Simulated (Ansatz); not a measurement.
## A computed series for ZnO: pressure series

The reference is ZnO in the wurtzite structure (space group P6_3mc, No. 186; a = 3.279 Å, c = 5.294 Å).

Cell and atoms are relaxed at each pressure.

All numbers come from plane-wave PAW DFT at the PBE level (Ansatz, an electronic-structure program, 420 eV), spin-orbit coupling left out.

| variant | band gap | volume per atom | electron mass |
|---|---|---|---|
| base | 0.74 eV | 12.33 Å³ | 0.14 mₑ (at Γ) |
| pressure −2 GPa | 0.72 eV | 12.53 Å³ | 0.13 mₑ (at Γ) |
| pressure −1 GPa | 0.73 eV | 12.42 Å³ | 0.13 mₑ (at Γ) |
| pressure 0.9 GPa | 0.75 eV | 12.24 Å³ | 0.14 mₑ (at Γ) |
| pressure 2.1 GPa | 0.77 eV | 12.13 Å³ | 0.14 mₑ (at Γ) |
| pressure 4.5 GPa | 0.79 eV | 11.93 Å³ | 0.14 mₑ (at Γ) |
| pressure 9 GPa | … | … | … |
| pressure 22.5 GPa | 0.93 eV | 10.82 Å³ | 0.17 mₑ (at Γ) |

### Question
Fill in the withheld entries from the trend.

### Answer

- pressure 9 GPa, band gap: 0.83 eV
- pressure 9 GPa, volume per atom: 11.60 Å³
- pressure 9 GPa, electron mass: 0.15 mₑ (at Γ)

Load acts through the strain it causes; cell and atoms are relaxed under it. Masses are band curvatures over ±0.01 Å⁻¹ around the edge. Whether these cells are dynamically stable was not tested. Measured, ZnO leaves this structure (for rock salt) near 9.1 GPa (temperature not stated; as listed in Datta, Sujoy, Jana, Debnarayan, arXiv (2020)), on rising pressure, with hysteresis.
